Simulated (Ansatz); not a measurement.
The reference is ZrSi₂ (space group Cmcm, No. 63).

```
CELL_PARAMETERS angstrom
      1.85222    -7.39608     0.00000
      1.85222     7.39608     0.00000
      0.00000     0.00000     3.67894
ATOMIC_POSITIONS crystal
  Si 0.94684 0.05316 0.75000
  Si 0.05316 0.94684 0.25000
  Si 0.24979 0.75021 0.75000
  Si 0.75021 0.24979 0.25000
  Zr 0.60537 0.39463 0.75000
  Zr 0.39463 0.60537 0.25000
```

The values are results of PBE (Ansatz, an electronic-structure program; PAW; 420 eV plane waves; no spin-orbit coupling), not measurements.

For the base:

```
Quantity           Result
---------------  --------
Volume per atom  16.80 Å³
Band gap             zero
```

The change: a hydrostatic pressure of 2.1 GPa.

**Question.** What does the calculation give for the volume per atom and band gap after the change?

**Answer.** The volume per atom shrinks by 0.27 Å³ (16.80 Å³ → 16.53 Å³); the band gap remains zero.

Load acts through the strain it causes; cell and atoms are relaxed under it. No phonon test of stability was made. All final runs are without spin polarisation.
